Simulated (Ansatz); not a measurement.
Start from ZnSe in the zinc blende structure (space group F-43m, No. 216; a = 5.733 Å).

Calculations: Ansatz (a first-principles code) PBE, no SOC, earlier PAW set.

Base values:

| Property | Result |
|---|---|
| Band gap | 1.15 eV |
| Lattice parameter a | 5.733 Å |

It is then changed as follows: a hydrostatic pressure of 1.5 GPa.

### Question
Predict the new band gap.

### Answer
The band gap rises by 0.10 eV to 1.25 eV.

### Question
Estimate the effect on the lattice parameter a.

### Answer
The lattice parameter a shrinks by 0.048 Å (5.733 Å → 5.685 Å).

Load acts through the strain it causes; cell and atoms are relaxed under it. Semilocal Kohn–Sham gaps tend to fall short of experiment. Stability against distortions was not tested.
